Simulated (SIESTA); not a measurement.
A user runs SIESTA on LaIn2Rh (Cmcm, 8 atoms in the cell) and asks whether the run is sound. The aim is a self-consistent single point with DFT, GGA PBEsol, numerical atomic orbitals DZP, PseudoDojo PBEsol standard norm-conserving potentials (rewritten from UPF to PSML).

Cell that was meant: a = 5.7199 Å, b = 5.7199 Å, c = 8.1259 Å, α = 90.00°, β = 90.00°, γ = 132.79°.

Part of the input:

```
# files in the folder: Rh.psml La.psml In.psml (PseudoDojo PBEsol standard)
SystemName  siesta
SystemLabel siesta

NumberOfAtoms                8
[...]
     4.328043523    9.904672560    0.000000000
     0.000000000    0.000000000   15.355767090
%endblock LatticeVectors
AtomicCoordinatesFormat      Fractional
%block AtomicCoordinatesAndAtomicSpecies
     2.290302000    3.032317323    2.031480500  1
     2.290302000   -3.032317323    6.094441500  1
```

Output (repeated stretches shortened):

```
reinit: Reading from file input.fdf

reinit: System Name: siesta
reinit: System Label: siesta

   [... lines left out ...]

outcell: Cell vector modules (Ang)   :    5.719877    5.719877    8.125922
outcell: Cell angles (23,13,12) (deg):     90.0000     90.0000    132.7922
outcell: Cell volume (Ang**3)        :    195.0907
new_DM -- step:     1
Initializing Density Matrix...

Attempting to read DM from file... Failed...
DM filled with atomic data:

InitMesh: MESH = 60 x 60 x 108 = 388800
InitMesh: Mesh cutoff (required, used) =   300.000   362.178 Ry

stepf: Methfessel-Paxton step function
       Using Hermite-Gauss polynomials of order  1
        iscf     Eharris(eV)        E_KS(eV)     FreeEng(eV)     dDmax    Ef(eV) dHmax(eV)
   scf:    1   -10316.373515   -11839.958288   -11839.961205 30.699201 -1.965048 73.842943
   scf:    2   -11993.656779   -12085.672628   -12085.670405  7.304525 -2.142849 34.077930
   scf:    3   -12166.149672   -12137.888746   -12137.884723  1.908807 -3.024617 12.559972
   scf:    4   -12153.130191   -12146.788022   -12146.791781  1.957578 -3.949231  5.843352
   scf:    5   -12148.671025   -12148.119890   -12148.119202  1.692206 -4.372147  1.988349
   [... 6 lines left out ...]
   scf:   12   -12148.390274   -12148.390237   -12148.391731  0.000716 -3.966644  0.000646
   scf:   13   -12148.390237   -12148.390237   -12148.391731  0.000293 -3.966538  0.001244
   scf:   14   -12148.390240   -12148.390239   -12148.391731  0.000131 -3.966724  0.000071
   scf:   15   -12148.390239   -12148.390239   -12148.391731  0.000027 -3.966736  0.000033
SCF Convergence by DM+H criterion
max |DM_out - DM_in|         :     0.0000274723
max |H_out - H_in|      (eV) :     0.0000331643
SCF cycle converged after 15 iterations

Using DM_out to compute the final energy and forces

siesta: E_KS(eV) =           -12148.3902

siesta: E_KS - E_eggbox =    -12148.3902

siesta: Atomic forces (eV/Ang):
     1 1795.551312 4106.443258-6219.141543
     2-1795.548134-4106.452567 6219.154383
     3 -528.228095-1212.651728 -891.812011
     4  528.233745 1212.653907  891.793030
     5 -519.689775-1188.991439-1127.862449
     6  535.780228 1228.715685  916.893947
     7  519.688026 1188.987851 1127.863363
     8 -535.780823-1228.719550 -916.879150
   Tot    0.006484   -0.014582    0.009571
   Max 6219.154383
   [... lines left out ...]
siesta: FreeEng =    -12148.391731
   [... lines left out ...]
siesta:    -8.161898  -18.299419    1.646230
siesta:     0.709926    1.646230  -25.742223

siesta: Cell volume =        195.090739 Ang**3

siesta: Pressure (static):
siesta:                Solid            Molecule  Units
siesta:           0.17142225        -10.60872369  Ry/Bohr**3
siesta:          15.73926587       -974.04811546  eV/Ang**3
siesta:       25217.08400994   -1560597.13097926  kBar
```

**Question.** Is this run sound? If not, what is wrong?

**Answer.** The run is not sound. The fault is fractional and Cartesian coordinates mixed up. The same three numbers mean different points as fractional and as Cartesian coordinates. To fix it, make label and numbers agree, by changing either. The run converged in 15 iterations without an error; against the sound input the free energy goes up by 419 eV/atom, the pressure goes from -5.93 to 2522 GPa and the largest force goes from 0.211 to 7666 eV/Å.

The sound input it was made from differs as follows (other fixes are possible):
```diff
-SystemName  siesta
+SystemName  LaIn2Rh
-AtomicCoordinatesFormat      Fractional
+AtomicCoordinatesFormat      Ang
```

With that input, the run converged in 13 iterations: free energy E − TS -15504.2068 eV; Fermi level (on the code's own zero) -4.17 eV; pressure -5.93 GPa; largest force (vector length) 0.211 eV/Å (DFT, GGA PBEsol, numerical atomic orbitals DZP, PseudoDojo PBEsol standard norm-conserving potentials (rewritten from UPF to PSML)).

On the sound input: the starting cell comes from a database of published, mostly measured structures (it also holds non-ambient and calculated ones), without a prior relaxation at this level. Its lattice was rescaled by a random factor within 2.5 % of one. Spin polarisation is off. Values carry the incompleteness of an atom-centred basis. With a pressure of about -6 GPa the cell is away from its equilibrium volume at this level.
